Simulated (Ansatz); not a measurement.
NH2 on the 1x1 (100) surface of monoclinic ZrO2 (cut with top plane 2 O), one in a 1x1 cell, energies for each (28.2 Å²). Energies are against NH3(g) − ½ H2(g), without zero-point or thermal terms; each row is named by its start. No converged result for: 4 more starts.

Host crystal: monoclinic ZrO2, with a band gap (PBE, scalar-relativistic without spin-orbit coupling).

All values below come from PBE (plane waves to 420 eV, PAW; Ansatz, an electronic-structure program).

Set-up: 27 atoms, 9.4 Å thick at the start under the adsorbate (thin: gaps and levels are the slab's own); mesh 4x4x1; 0.01 eV smearing; dipole correction on; 12 atoms held, the rest relaxed; each run with such symmetry as its start has; spin-polarised, no spin-orbit, no U, no dispersion correction.

A negative adsorption energy means that the adsorbate is more stable on the surface than in its reference. Starts that drift may end in the same place. Heights count from the host atoms within 0.3 Å of the top one.

```json
[
 {"starting site": "bridge O-O (span 5.2 Å)", "E_ads (eV)": "1.38", "height (Å)": "0.72", "nearest host atom (Å)": "Zr 2.31", "bonded to": "Zr", "change of the vacuum step (eV)": "-1.53", "lateral drift (Å)": "1.1", "moment (μB)": "1.0"},
 {"starting site": "bridge O-O (span 5.4 Å)", "E_ads (eV)": "1.38", "height (Å)": "0.72", "nearest host atom (Å)": "Zr 2.31", "bonded to": "Zr", "change of the vacuum step (eV)": "-1.53", "lateral drift (Å)": "0.3", "moment (μB)": "1.0"}
]
```
